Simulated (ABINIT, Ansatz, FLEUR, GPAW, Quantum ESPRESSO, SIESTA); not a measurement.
**Code comparison for C (Fd-3m, 2 atoms in the cell)**

Self-consistent single point.

```yaml
crystal:
  lattice:
    - [0.00000, 1.78038, 1.78038]
    - [1.78038, 0.00000, 1.78038]
    - [1.78038, 1.78038, 0.00000]
  atoms:
    - { symbol: C, position: [0.50000, 0.50000, 0.50000] }
    - { symbol: C, position: [0.75000, 0.75000, 0.75000] }
```

Shared settings, as Ansatz (a program for electronic structure) writes them: kpoints.mp_grid.grid = 3 3 3; scf.occupations.method = fermi_dirac; scf.occupations.width = 0.01 eV. Potentials and cutoffs stand in the table.

| code | model | pressure (GPa) | gap on the mesh (eV) | cutoff |
|---|---|---|---|---|
| GPAW | PBE, GPAW PAW datasets PBE (gpaw-data 1.0.1) | – | 4.126 | 950 eV |
| ABINIT | PBE, norm-conserving pseudopotentials (PseudoDojo nc-sr-05 PBE standard) | 9.35 | 4.177 | 41 Ha |
| FLEUR | PBE, all-electron FLAPW (FLEUR), scalar-relativistic valence | – | 4.148 | Kmax 4.4 1/bohr |
| Ansatz | PBE, PAW files | 8.62 | 4.130 | 420 eV |
| Quantum ESPRESSO | PBE, SSSP 1.1.2 efficiency (PBE) pseudopotentials | 9.57 | 4.138 | 45 Ry |
| SIESTA | GGA PBE, numerical atomic orbitals DZP, PseudoDojo PBE standard norm-conserving potentials (rewritten from UPF to PSML) | 16.02 | 4.255 | grid 300 Ry |

A dash marks a value that a program does not give, or that is left out as unsure.

Gaps are read on the mesh.

The spread over the programs that give each value: pressure within 7.40 GPa; gap on the mesh within 0.129 eV.

SIESTA uses small atom-centred bases, whose incompleteness enters pressures, forces and empty levels differently from a plane-wave cutoff. FLEUR treats all electrons, but the usual bases taken here (sphere radii, linearisation, local orbitals, empty states) were not tested for convergence, so the values are no reference for the others. Ansatz's pressure is given at a fixed set of plane waves, as the other plane-wave codes print theirs; with its correction for the finite basis it is 9.28 GPa (the shift of 0.65 GPa shows how far the cutoff is from converged). The pressure of GPAW is left out: its cutoff lies under the one at which its stress was checked. In the pressure, SIESTA (by 6.67) lies more than 1 GPa from the median of the plane-wave programs. In the gap, SIESTA (by 0.121) lies more than 0.12 eV from the median of the plane-wave programs.

On the base mesh (13 13 13) the same programs gave: Ansatz pressure 3.43 GPa, gap on the mesh 4.162 eV; Quantum ESPRESSO pressure 4.32 GPa, gap on the mesh 4.169 eV; ABINIT pressure 4.19 GPa, gap on the mesh 4.211 eV; GPAW gap on the mesh 4.155 eV; FLEUR gap on the mesh 4.176 eV; SIESTA pressure 11.51 GPa, gap on the mesh 4.290 eV.

The values differ from the base mesh's, so the mesh still matters here: the table compares the programs at equal settings.

The starting cell comes from a database of computed structures (which also holds hypothetical and non-ambient phases and stackings), without a prior relaxation at this level.

Left out of this page: CP2K (on another mesh); Elk (not drawn, or without a comparable value).

Keys are those of Ansatz 0.2.
